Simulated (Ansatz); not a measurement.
# Computed paths: Si-vacancy pair in fcc Al, neutral cell

System: Si-vacancy pair (Si on one host Al site, one Al site vacant) in fcc Al (neutral cell). These are PBE, PAW (plane waves to 420 eV; Ansatz, an electronic-structure program) values and carry that method's errors.

Settings: 32 host sites, the relaxed PBE lattice, a 3×3×3 k-point mesh shifted by half a step, smearing 0.10 eV, spin-restricted, no image-charge correction. No zero-point or tunnelling terms. Forms of the defect that were not tried may lie lower.

Barriers: single points on a 5×5×5 k-point mesh shifted by half a step at the bands' geometries (they differ from the bands' own by up to 0.06 eV, and are uncertain by about as much).

```csv
Route,Start site over the lowest site run (eV),Hop (Å),Forward barrier (eV),Backward barrier (eV),Neighbours at the start,Neighbours at the saddle,Saddle order,"Forward, on the band's own sampling (eV)"
one Al atom jumps into the vacancy from a nearby Al site (Si-vacancy distance between ideal sites 2.86 Å throughout),0.00,2.72,0.50,0.50,"Al at 2.79, 2 Al at 2.81, Al at 2.83, 2 Al at 2.87, 2 Al at 2.89, 2 Al at 2.91; Si at 2.78 Å","2 Al at 2.62, Al at 2.67, 2 Al at 3.05, 2 Al at 3.20; Si at 2.55 Å","not checked, on a symmetry element",0.52
the Si atom itself jumps into the vacancy (Si-vacancy distance between ideal sites 2.86 Å throughout),0.00,2.76,0.51,0.51,"4 Al at 2.78, 2 Al at 2.84, 5 Al at 2.88 Å","2 Al at 2.54, 2 Al at 2.56, 2 Al at 3.05, 2 Al at 3.18 Å","not checked, on a symmetry element",0.45
```

Paths come from nudged elastic bands with a climbing image.  A band can be held on a symmetry element, so unchecked saddle points there may be too high.

The whole set of runs took about 0.9 core-hours (a rough figure).
